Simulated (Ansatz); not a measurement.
**What isotropic strain −0.60 % does to KZnF3**

Start from KZnF3 in the cubic perovskite structure (space group Pm-3m, No. 221; a = 4.127 Å).

One thing is altered: every lattice vector is shortened by 0.60 %, atoms relaxed at fixed cell.

Method: Ansatz (an electronic-structure program) PBE, spin-orbit coupling left out. Γ-centred 8×8×8 mesh, Fermi–Dirac width 0.05 eV.

```json
[
 {"quantity": "volume per atom", "base": "14.06 Å³", "changed": "13.81 Å³", "shift": "-0.25 Å³"},
 {"quantity": "space group", "base": "Pm-3m (No. 221)", "changed": "Pm-3m (No. 221)", "shift": "–"},
 {"quantity": "shortest interatomic distance", "base": "3.900 bohr", "changed": "3.876 bohr", "shift": "-0.0234 bohr"},
 {"quantity": "energy relative to the base (free energy F)", "base": "0 meV/atom", "changed": "+1.1 meV/atom", "shift": "+1.1 meV/atom"},
 {"quantity": "band gap", "base": "3.71 eV", "changed": "3.76 eV", "shift": "+0.05 eV"},
 {"quantity": "gap character", "base": "indirect, R → Γ", "changed": "indirect, R → Γ", "shift": "–"},
 {"quantity": "smallest direct gap", "base": "5.22 eV", "changed": "5.37 eV", "shift": "+0.145 eV"},
 {"quantity": "mean gap deformation potential ΔEg/Δln V", "base": "–", "changed": "-2.6 eV", "shift": "–"},
 {"quantity": "width of the top valence band", "base": "1.51 eV", "changed": "1.61 eV", "shift": "+0.10 eV"},
 {"quantity": "electron mass", "base": "0.44 mₑ (at Γ)", "changed": "0.44 mₑ (at Γ)", "shift": "–"}
]
```

Cost of the whole job for the changed cell (relaxation, final SCF and bands): very roughly 25 core-seconds.

Effective masses come from finite differences of ±0.01 Å⁻¹. Stability against distortions was not tested. Many cubic perovskites are stable only at high temperature; tilts and polar distortions were not tested.
